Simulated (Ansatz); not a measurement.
# MgS (model structure, started from the BN type, Pm-3n, No. 223, 12 atoms in the cell)

All values below come from PBEsol (Ansatz, a quantum-chemistry and plane-wave program, PAW).

Numerical settings: plane-wave cutoff 520 eV, 6×6×6 k mesh, Fermi–Dirac smearing 0.01 eV, scalar-relativistic PAW data made under PBE.

Cell (relaxed with PBEsol):

```
CELL_PARAMETERS angstrom
      6.93644     0.00000     0.00000
      0.00000     6.93644     0.00000
      0.00000     0.00000     6.93644
ATOMIC_POSITIONS crystal
  Mg 0.25000 0.00000 0.50000
  Mg 0.50000 0.25000 0.00000
  Mg 0.50000 0.75000 0.00000
  Mg 0.75000 0.00000 0.50000
  Mg 0.00000 0.50000 0.75000
  Mg 0.00000 0.50000 0.25000
  S  0.25000 0.50000 0.00000
  S  0.00000 0.25000 0.50000
  S  0.00000 0.75000 0.50000
  S  0.75000 0.50000 0.00000
  S  0.50000 0.00000 0.75000
  S  0.50000 0.00000 0.25000
```

| Item | Result |
|---|---|
| band gap | 2.99 eV (direct) |

Note: the relaxation could raise the start's symmetry but not lower it, so the cell can be a saddle point.

Computed values are for the static lattice.

A model structure was made by putting elements into a prototype or built by hand; it is no filed structure, need not be a known phase, and can be a saddle point held by its symmetry.
